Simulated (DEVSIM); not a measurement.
Structure: abrupt GaAs p-n junction, at 300 K.

Layer 1 from the left is GaAs, thickness (μm) 0.400, Na (cm⁻³) 9.9e16, τn (s) 8.4e-8, τp (s) 8.4e-8. Layer 2 from the left is GaAs, thickness (μm) 120, Nd (cm⁻³) 1.1e15, τn (s) 8.4e-8, τp (s) 8.4e-8.

Left contact: ohmic. Right contact: ohmic. Voltage is applied to the left contact. Recombination: SRH at mid-gap. Mobility is μmin + (μ − μmin)/(1 + (N/Nref)^α).

The device is made up for the run: typed textbook-type constants, with dimensions and the other settings drawn at random. Values at 300 K.

GaAs: gap (eV) 1.424, affinity (eV) 4.07, permittivity 12.9, Nc (cm⁻³) 4.7e17, Nv (cm⁻³) 9e18, μn (cm²/Vs) 8500, μp (cm²/Vs) 400, μn,min 500, μp,min 20, Nref,n 6e16, Nref,p 1.5e17, αn 0.39, αp 0.38.

Simulated with DEVSIM: 1D drift-diffusion, Boltzmann statistics, complete ionisation; no tunnelling, impact ionisation, image-force lowering or self-heating.

What does the simulation give for the largest field in the device at zero bias, the dark forward voltage at 1 A/cm², the potential step across the device at zero bias?

largest field in the device at zero bias 22000 V/cm; dark forward voltage at 1 A/cm² 0.994 V; potential step across the device at zero bias 1.151 V.
